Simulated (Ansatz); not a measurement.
**A computed series for Cu3Pt: response to strain**

The parent structure is Cu$_{3}$Pt in the Cu3Au type structure (space group Pm-3m, No. 221; a = 3.667 Å; relaxed with 0.1 eV smearing). Axes: x, y, z lie along the cube axes.

Strains are applied to the cell and any free atomic positions relax; under biaxial strain the out-of-plane vector relaxes too; under stress the whole cell relaxes.

The values are results of Ansatz (an electronic-structure program) PBEsol, no SOC, not measurements.

Notes on the quantities. energy relative to the base: free energy F; pressure: mean of the normal stresses, compression positive.

| change | shortest interatomic distance | energy relative to the base | pressure |
|---|---|---|---|
| base | 2.593 Å | 0 meV/atom | 0.0 GPa |
| biaxial strain +3.59 %, plane normal [111], relaxed out of plane | 2.576 Å | +30 meV/atom | -6.6 GPa |
| isotropic strain −2.50 % | 2.528 Å | +48 meV/atom | 18.3 GPa |
| uniaxial strain ε_xx = +1.18 % | 2.593 Å | +1.3 meV/atom | -2.3 GPa |
| uniaxial strain ε_xx = +2.91 % | 2.593 Å | +7.6 meV/atom | -5.3 GPa |
| uniaxial strain ε_yy = −0.52 % | 2.586 Å | +0.3 meV/atom | 1.0 GPa |
| uniaxial stress, 3 GPa tension along x | 2.565 Å | +3.0 meV/atom | – |

Stability under load was not tested beyond the relaxation. The final runs are not spin-polarised.
